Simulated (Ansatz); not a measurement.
Reference: HfRh3 (Pm-3m), PBEsol, DFPT electron-phonon coupling, linearised Boltzmann equation (plane waves, PAW, scalar-relativistic; Ansatz, a first-principles code); geometry: relaxed with this functional, without spin-orbit coupling.

```cif
data_HfRh3
_chemical_formula_sum 'Hf1 Rh3'
_space_group_name_H-M_alt 'P 1'
_space_group_IT_number 1
_cell_length_a 3.89419
_cell_length_b 3.89419
_cell_length_c 3.89419
_cell_angle_alpha 90.000
_cell_angle_beta 90.000
_cell_angle_gamma 90.000
loop_
_space_group_symop_operation_xyz
  'x, y, z'
loop_
_atom_site_label
_atom_site_type_symbol
_atom_site_fract_x
_atom_site_fract_y
_atom_site_fract_z
_atom_site_occupancy
Hf1 Hf 0.00000 0.00000 0.00000 1
Rh1 Rh 0.50000 0.00000 0.50000 1
Rh2 Rh 0.00000 0.50000 0.50000 1
Rh3 Rh 0.50000 0.50000 0.00000 1
```

* **resistivity at 300 K**: 11.2 μΩ·cm
* **mean free path at 300 K**: 7.7 nm
* **electron-phonon coupling λ**: 0.38
* **logarithmic mean phonon energy**: 18.3 meV

**Question.** Swap Rh for Ir, keeping the structure type. How do these values move?

**Answer.** HfIr3 (Pm-3m): volume per atom 14.8 to 15.1 Å³; resistivity at 300 K stays about the same (11.2 μΩ·cm to 10.6 μΩ·cm); mean free path at 300 K rises (7.7 nm to 9.5 nm); electron-phonon coupling λ stays about the same (0.38 to 0.38); logarithmic mean phonon energy falls (18.3 meV to 15.5 meV).

**Question.** Replace Hf by Zr on the same sites and relax. What happens?

**Answer.** ZrRh3 (Pm-3m): volume per atom 14.8 to 14.9 Å³; resistivity at 300 K stays about the same (11.2 μΩ·cm to 11.5 μΩ·cm); mean free path at 300 K stays about the same (7.7 nm to 7.5 nm); electron-phonon coupling λ stays about the same (0.38 to 0.39); logarithmic mean phonon energy stays about the same (18.3 meV to 19.1 meV).

**Question.** Swap Hf for Ta, keeping the structure type. How do these values move?

**Answer.** TaRh$_{3}$ (Pm-3m): volume per atom 14.8 to 14.2 Å³; resistivity at 300 K falls (11.2 μΩ·cm to 8.1 μΩ·cm); mean free path at 300 K rises (7.7 nm to 14.0 nm); electron-phonon coupling λ falls (0.38 to 0.22); logarithmic mean phonon energy rises (18.3 meV to 21 meV).

Moves up to 6 % count as about the same. Metals; harmonic phonons alone scatter; means over directions. The mean free path is weighted by the current that each state carries. Halving the electron mesh moves these values by up to 4 %; q meshes are mostly untested. Some of the runs warned that the eigensolver left states short of its tolerance. Spin-orbit coupling is left out.

Formula and space group known from diffraction (Crystallography Open Database), not checked to be the room-temperature form: HfIr3 (Pm-3m), HfRh3 (Pm-3m), TaRh3 (Pm-3m), ZrRh3 (Pm-3m). The missing spin-orbit coupling matters most for HfIr3 (Pm-3m), HfRh3 (Pm-3m), TaRh3 (Pm-3m).
